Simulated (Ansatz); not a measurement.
An Ansatz (a first-principles code) input (Ansatz, PBEsol, PAW, cutoff 420 eV, spin-orbit coupling left out):

Ansatz 0.2 input:
```yaml
crystal:
  lattice:
    - [0, 2.8628131749, 2.8628131749]
    - [2.8628131749, 0, 2.8628131749]
    - [2.8628131749, 2.8628131749, 0]
  atoms:
    - { symbol: Tl, position: [0, 0, 0] }
    - { symbol: S, position: [0.5, 0.5, 0.5] }
basis: { ecutwfc: 420, ecutrho_ratio: 4, xc_grid: 2, fft_grid_basis: typed }
kpoints: { mp_grid: { grid: [14, 14, 14] } }
hamiltonian:
  xc: pbesol
  dispersion: none
  pseudopotentials: { kind: paw }
scf: { occupations: { method: fermi_dirac, width: 0.05 }, convergence: { dr2_threshold: 0.0000000002 } }
output: { forces: true, stress: true }
checkpoint: { write: state.ck, write_every: 1000 }
```

Which symmetry and how many k-points will the program report, and about how many plane waves at Γ?

Space group Fm-3m (ITA 225) with 48 operations, k-points 104 of 2744, and 941 plane waves at Γ.

No phonon test of stability was made. All final runs are without spin polarisation. An odd electron count without spin: TlS. The cell was made from HgS by this change: Hg → Tl; the result is a hypothetical phase, not in the database extracts checked. No dispersion term is included in the PBEsol runs.
